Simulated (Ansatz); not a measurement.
A computed series for InP: response to strain

Take InP in the zinc blende structure (space group F-43m, No. 216; a = 5.907 Å) as the base. Axes: x, y, z lie along the cube axes.

Strains are applied to the cell and any free atomic positions relax; under biaxial strain the out-of-plane vector relaxes too; under stress the whole cell relaxes.

Level of theory: Ansatz (a quantum-chemistry and plane-wave program), r2SCAN, PAW, cutoff 500 eV, no SOC.

Notes on the quantities. energy relative to the base: free energy F.

```json
[
 {"change": "base", "electron mass": "0.074 mₑ (at Γ)", "energy relative to the base": "0 meV/atom", "shortest interatomic distance": "2.558 Å"},
 {"change": "biaxial strain −0.79 %, plane normal [001], relaxed out of plane", "electron mass": "0.076 mₑ (at Γ)", "energy relative to the base": "+0.9 meV/atom", "shortest interatomic distance": "2.552 Å"},
 {"change": "biaxial strain +0.48 %, plane normal [111], relaxed out of plane", "electron mass": "0.071 mₑ (at Γ)", "energy relative to the base": "+0.5 meV/atom", "shortest interatomic distance": "2.559 Å"},
 {"change": "uniaxial strain ε_xx = −3.90 %", "electron mass": "___", "energy relative to the base": "+12 meV/atom", "shortest interatomic distance": "2.525 Å"},
 {"change": "uniaxial stress, 3 GPa tension along x", "electron mass": "0.074 mₑ along x, 0.063 mₑ across (at Γ)", "energy relative to the base": "___", "shortest interatomic distance": "___"},
 {"change": "uniaxial stress, 5 GPa compression along z", "electron mass": "0.061 mₑ along z, 0.085 mₑ across (at Γ)", "energy relative to the base": "+55 meV/atom", "shortest interatomic distance": "2.544 Å"}
]
```

Q: What belongs in the blanks?

A: 
- uniaxial strain ε_xx = −3.90 %, electron mass: 0.082 mₑ along x, 0.089 mₑ across (at Γ)
- uniaxial stress, 3 GPa tension along x, energy relative to the base: +10 meV/atom
- uniaxial stress, 3 GPa tension along x, shortest interatomic distance: 2.572 Å

The levels and masses belong to the bands next to the band gap. Masses are band curvatures over ±0.01 Å⁻¹ around the edge. Stability under load was not tested beyond the relaxation.
